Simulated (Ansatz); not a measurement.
# Computed paths: Pt-vacancy pair in bcc Mo, neutral cell

Defect: Pt-vacancy pair (Pt on one host Mo site, one Mo site vacant) in bcc Mo, neutral cell. All values below come from PBE, PAW (plane waves to 420 eV; Ansatz, a quantum-chemistry and plane-wave program).

Cell of 36 host sites held at the relaxed PBE lattice; a 2×2×3 k-point mesh shifted by half a step; Fermi-Dirac width 0.10 eV, spin-restricted; finite-size errors left in. Energies are static. Spin-orbit coupling is left out. Forms of the defect that were not tried may lie lower.

Barriers: single points on a 3×3×5 k-point mesh shifted by half a step at the bands' geometries (they differ from the bands' own by up to 0.09 eV, and are uncertain by about as much).

```json
[
 {"Route": "Pt and the vacancy change places (Pt-vacancy distance between ideal sites 2.74 Å throughout)", "Start site over the lowest site run (eV)": "0.00", "Hop (Å)": "2.27", "Forward barrier (eV)": "0.65", "Backward barrier (eV)": "0.65", "Neighbours at the start": "2 Mo at 2.72, Mo at 2.74, 3 Mo at 2.84, Mo at 2.95, 3 Mo at 2.98, 2 Mo at 3.28, Mo at 3.35 Å", "Neighbours at the saddle": "4 Mo at 2.69, 2 Mo at 2.71, 6 Mo at 3.37 Å", "Saddle order": "not checked, on a symmetry element", "Forward, on the band's own sampling (eV)": "0.57"}
]
```

Paths come from CI-NEB runs.  A band can be held on a symmetry element, so unchecked saddle points there may be too high.
